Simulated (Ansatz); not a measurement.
**Worked sum: formation energy of O_i in Nb (bcc, Im-3m)**

Consider the formation energy of O_i in Nb (bcc, Im-3m). Reaction: 64 Nb (bcc) + 1/2 O2 (gas) → cell A.

A: a supercell of 64 sites of Nb (bcc, Im-3m) with O off the lattice sites (6 Nb at 2.04–2.28 Å); spin state with PBE: run without spin.

Setting: static, neutral cells in Ansatz (PAW) whose structures rest at the PBE level. Ansatz (a first-principles code) runs with its default PAW set. Larger cells are relaxed from a start prepared with the learned potential CHGNet, on a coarser mesh till forces fall under 0.03 eV/Å, which some starts already meet. A dispersion term (D3(BJ), or D4 for r2SCAN) was computed beside these levels and is taken off wherever the name lacks it. Space groups of crystals are read within 0.01 Å. No Hubbard U is applied. Mesh and cell size may move defect energies by 0.1 eV or more. Cell A has symmetry I4/mmm within 0.02 Å and got no random move, so less symmetric positions, which may lie lower, weren't tried.

Total energies of the cells in eV, at zero smearing width. They compare only within one column; the weights balance every element.

```json
[
 {"cell": "A: Nb:O_i", "atoms": "65", "weight": "+1", "PBE": "-291914.91133"},
 {"cell": "Nb (bcc)", "atoms": "64", "weight": "−1", "PBE": "-291346.22945"},
 {"cell": "O2 (gas)", "atoms": "2", "weight": "−1/2", "PBE": "-1129.93688"}
]
```

PBE: (-291914.91133) − (-291346.22945) − 1/2 × (-1129.93688) = -3.713 eV.
